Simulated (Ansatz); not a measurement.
ZnO under a change: pressure 7.5 GPa

The reference is ZnO in the wurtzite structure (space group P6_3mc, No. 186; a = 3.280 Å, c = 5.294 Å).

One thing is altered: a hydrostatic pressure of 7.5 GPa.

All numbers come from PBE/PAW in Ansatz (an electronic-structure program), no spin-orbit coupling, earlier PAW set. k-mesh 12×12×6 (Γ-centred); smearing 0.05 eV (Fermi–Dirac).

| quantity | base | changed | shift |
|---|---|---|---|
| volume per atom | 12.33 Å³ | 11.71 Å³ | -0.62 Å³ |
| lattice parameter a | 3.280 Å | 3.224 Å | -0.0555 Å |
| shortest interatomic distance | 1.999 Å | 1.965 Å | -0.034 Å |
| enthalpy H = E + PV relative to the base's energy | – | +0.56 eV/atom | – |
| band gap | 0.74 eV | 0.81 eV | +0.07 eV |
| gap character | direct at Γ | direct at Γ | – |
| mean gap deformation potential ΔEg/Δln V | – | -1.4 eV | – |
| width of the top valence band | 1.71 eV | 1.82 eV | +0.116 eV |
| electron mass | 0.14 mₑ (at Γ) | 0.15 mₑ (at Γ) | – |
| valence-band top at Γ (three highest levels, from the VBM) | 0.00, 0.00, -0.08 eV | 0.00, 0.00, -0.10 eV | – |

Final structure:

```
ZnO
1.0
    3.22444     0.00000     0.00000
   -1.61222     2.79244     0.00000
    0.00000     0.00000     5.20203
Zn O
2 2
Direct
  0.66667   0.33333   0.00219
  0.33333   0.66667   0.50219
  0.66667   0.33333   0.62301
  0.33333   0.66667   0.12301
```

Load acts through the strain it causes; cell and atoms are relaxed under it. Effective masses come from finite differences of ±0.01 Å⁻¹. Stability against distortions was not tested. Tetrahedral semiconductors of this kind turn to denser phases somewhere between about 1 and 50 GPa; those were not computed, so compressed cells here can lie past the real transition.
